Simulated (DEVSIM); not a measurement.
Structure: W/SiO2/p-Si capacitor, at 300 K.

Layer 1 from the left is SiO2, thickness (nm) 17.0. Layer 2 from the left is Si, thickness (nm) 8200, Na (cm⁻³) 4.9e15.

Metal gate on the left, work function 4.6 eV. Fixed charge at the semiconductor interface 2.4e11 cm⁻² (in units of +e); no interface traps.

This is a model device: material constants are rounded textbook-type values typed into the input, and sizes, dopings and lifetimes were drawn at random. Values at 300 K.

SiO2: gap (eV) 9, affinity (eV) 0.9, permittivity 3.9. Si: gap (eV) 1.124, affinity (eV) 4.05, permittivity 11.7, Nc (cm⁻³) 2.86e19, Nv (cm⁻³) 3.1e19.

Estimate by hand the flat-band voltage, the threshold voltage, and compare with a numerical solution.


- Flat-band voltage: C = 0.203 μF/cm², work-function difference -0.348 V; VFB = φms − qNf/C = -0.54 V; numerical -0.54 V.
- Threshold voltage: φF = 0.337 V, depletion charge √(4εqNφF) = 3.31e-8 C/cm²; VT = VFB + 2φF + Qd/C = 0.30 V; numerical 0.30 V.

Model (solved in DEVSIM): 1D Poisson equation in equilibrium, Boltzmann statistics, complete ionisation; no quantum confinement or tunnelling. Metal contacts follow the ideal Schottky-Mott rule: no Fermi-level pinning, no interface dipoles.
